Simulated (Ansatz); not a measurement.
An Ansatz (an electronic-structure program) run: Au with a change (Au → Pt); Kohn–Sham DFT with the PBEsol functional, run in Ansatz with PAW and 420 eV plane waves, without spin-orbit coupling.

Input:

Ansatz 0.2 input:
```yaml
crystal:
  lattice:
    - [0, 1.95913139, 1.95913139]
    - [1.95913139, 0, 1.95913139]
    - [1.95913139, 1.95913139, 0]
  atoms:
    - { symbol: Pt, position: [0, 0, 0] }
basis: { ecutwfc: 420, ecutrho_ratio: 4, xc_grid: 2, fft_grid_basis: typed }
kpoints: { mp_grid: { grid: [20, 20, 20] } }
hamiltonian:
  xc: pbesol
  dispersion: none
  pseudopotentials: { kind: paw }
scf: { occupations: { method: fermi_dirac, width: 0.05 }, convergence: { dr2_threshold: 0.0000000001 } }
output: { forces: true, stress: true }
checkpoint: { write: state.ck, write_every: 1000 }
```

Output (explanatory and most iteration lines left out):

```
Pseudopotential: Pt, paw, valence charge 18
Crystal: 1 atoms, lattice volume = 15.039 Å³
Basis set: ecut = 420 eV, 283 PW (Γ), exchange–correlation on 40×40×40 points (8 copies of the dense FFT grid, shifted against one another)
Bands: 13, of which v1, the nominal top of the filled ones, is band 9 counted from 1 (8 counted from 0)
Symmetry: 48 space group operations
Space group: Fm-3m (ITA 225), of the structure as read, at distance tolerance 2.5e-5 Å
k-points: 256 of 8000
Functional: x = pbesol(κ = 0.804, μ = 0.12345679012345678), c = pbesol(β = 0.046)
SCF iter   1: F=—  HF=-12383.829458 eV  |F-HF|=—  |Δ(HF+E_count)|=         —  Δρ=6.55e-3  dr2=4.95e-3  ethr=1.77e-3  ⟨swp⟩=5.1  Hψ=18621  notcnv=0
SCF iter   2: F=—  HF=-12383.828073 eV  |F-HF|=—  |Δ(HF+E_count)|=   1.38e-3  Δρ=3.05e-3  dr2=9.84e-4  ethr=2.75e-5  ⟨swp⟩=1.4  Hψ=5638  notcnv=0
SCF 1 converged in 6 iterations: F = -12383.827866 eV  dr2 = 9.24e-12
SCF converged after 6 iterations
Free energy (F): -12383.827866 eV
Internal energy: -12383.813706 eV  (E = F + TS)
E sigma→0 (E₀):  -12383.820786 eV
Entropy (-TS):   -0.014160 eV (-14.160 meV/atom)
Fermi energy:    23.323555 eV
--- Forces (eV/Å), atoms counted from 1 ---
  atom   1  Pt    -0.00000000     0.00000000     0.00000000
--- Stress (GPa, compression-positive) ---
       -0.000092       0.000000      -0.000000
       -0.000000      -0.000092       0.000000
        0.000000      -0.000000      -0.000092
  P = ⅓ Tr σ = -0.0001 GPa (-0.001 kbar)
```

Whether these cells are dynamically stable was not tested. All final runs are without spin polarisation. The cell was made from Au by this change: Au → Pt.
